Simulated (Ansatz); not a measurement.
An Ansatz (an electronic-structure program) input (PBEsol (Ansatz), without spin-orbit coupling):

Ansatz 0.2 input:
```yaml
crystal:
  lattice:
    - [-1.97451461, 1.97451461, 2.3473155481]
    - [1.97451461, -1.97451461, 2.3473155481]
    - [1.97451461, 1.97451461, -2.3473155481]
  atoms:
    - { symbol: Hf, position: [0, 0, 0] }
    - { symbol: F, position: [0.75, 0.25, 0.5] }
    - { symbol: F, position: [0.25, 0.75, 0.5] }
basis: { ecutwfc: 420, ecutrho_ratio: 4, xc_grid: 2, fft_grid_basis: typed }
kpoints: { mp_grid: { grid: [17, 17, 17] } }
hamiltonian:
  xc: pbesol
  dispersion: none
  pseudopotentials: { kind: paw }
scf: { occupations: { method: fermi_dirac, width: 0.05 }, convergence: { dr2_threshold: 0.0000000003 } }
output: { forces: true, stress: true }
checkpoint: { write: state.ck, write_every: 1000 }
```

Question: Which symmetry and how many k-points will the program report, and about how many plane waves at Γ?

Answer: Space group I4/mmm (ITA 139) with 16 operations, k-points 405 of 4913, and 731 plane waves at Γ.

Stability against distortions was not tested. All final runs are without spin polarisation. The cell was made from HfO2 by this change: O → F; the result is a hypothetical phase, not in the database extracts checked. HfF2 has a high density of states at the Fermi level and may be magnetic at this level.
